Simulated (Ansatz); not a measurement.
Base system: BeS in the zinc blende structure (space group F-43m, No. 216; a = 4.8379 Å). Axes: x, y, z lie along the cube axes.

Computed with PBEsol (Ansatz, a quantum-chemistry and plane-wave program, PAW, spin-orbit coupling left out).

Before the change:

The valence-band top at Γ comes out as 0.00, 0.00, 0.00 eV and the valley order comes out as X along ⟨100⟩ 2.91 eV.

It is then changed as follows: tensor shear ε_xy = −3.20 % (engineering shear γ = -0.0640), atoms relaxed at fixed cell.

Predict the new stress, energy relative to the base, valence-band top at Γ, largest internal atomic displacement and valley order.

The stress (xx, yy, zz, yz, xz, xy; compression positive) amounts to (0.35, 0.35, -0.06, 0.00, 0.00, 5.35) GPa; the energy rises by 15 meV/atom; the valence-band top at Γ (three highest levels, from the VBM) changes from 0.00, 0.00, 0.00 eV to 0.00, -0.31, -0.51 eV; the largest internal atomic displacement comes out as 0.018 Å; the valley order (the lowest conduction-band minima on the path, energy above the VBM, named in the base's zone) becomes X along [001] 2.51 eV; X along [100] 2.63 eV (base: X along ⟨100⟩ 2.91 eV).

The levels and masses belong to the bands next to the band gap. The cells carry an imposed strain or load. Stability against distortions was not tested.
